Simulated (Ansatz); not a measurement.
**N on the 1x1 (110) surface of bcc Ta, one in a 2x2 cell, started at the site 'bridge Ta-Ta (span 3.3 Å)'**

Calculation: r2SCAN, at the PBE geometry (plane waves to 500 eV, PAW; Ansatz, a program for electronic structure).

Model: 17-atom slab, 6.8 Å thick at the start under the adsorbate (thin: gaps and levels are the slab's own), 5x5x1 mesh, Fermi-Dirac 0.1 eV, dipole correction, single point; on the structure that PBE left under its start's symmetry; no spin, no spin-orbit, no U, no dispersion correction. At the end it is bonded to 5 Ta. In PBE it is, or lies within 0.03 eV of, the lowest of the starts that converged; the order may differ at this level.

The adsorption energy against ½ N2(g) at the same level is -3.08 eV. The work function of the top face comes out as 4.43 eV. The change of the work function is -0.44 eV and the change of the step from the bottom to the top vacuum level, against the clean slab is -0.42 eV. The height of the binding atom over the mean of the host atoms within 0.3 Å of the top one is 0.146 Å and the nearest host atoms of the binding atom is Ta at 1.98 Å, Ta at 1.98 Å, Ta at 2.20 Å. The cost is around 2.1 core-minutes (rough).

A negative adsorption energy means that the adsorbate is more stable on the surface than in its reference.
